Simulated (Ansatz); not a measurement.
Pressure series in InPd

Base system: InPd in the CsCl type structure (space group Pm-3m, No. 221; a = 3.247 Å).

Cell and atoms are relaxed at each pressure.

Computed with PBEsol in Ansatz (plane waves to 420 eV, PAW, without spin-orbit coupling).

Notes on the quantities. enthalpy: H = E + PV relative to the base's energy.

| case | enthalpy | lattice parameter a |
|---|---|---|
| base | – | 3.247 Å |
| pressure −2 GPa | -0.22 eV/atom | 3.264 Å |
| pressure −1 GPa | -0.11 eV/atom | ___ |
| pressure 0.9 GPa | +0.10 eV/atom | 3.240 Å |
| pressure 2.1 GPa | +0.22 eV/atom | 3.231 Å |
| pressure 4.5 GPa | +0.47 eV/atom | 3.214 Å |
| pressure 9 GPa | +0.93 eV/atom | 3.187 Å |
| pressure 15 GPa | +1.53 eV/atom | 3.155 Å |
| pressure 22.5 GPa | +2.25 eV/atom | 3.121 Å |
| pressure 30 GPa | +2.95 eV/atom | 3.092 Å |

Question: Some entries are withheld; estimate them.

Answer: 
- pressure −1 GPa, lattice parameter a: 3.255 Å

Load acts through the strain it causes; cell and atoms are relaxed under it. Whether these cells are dynamically stable was not tested. Competing high-pressure phases were not computed. All final runs are without spin polarisation.

Ansatz is a program for electronic structure.
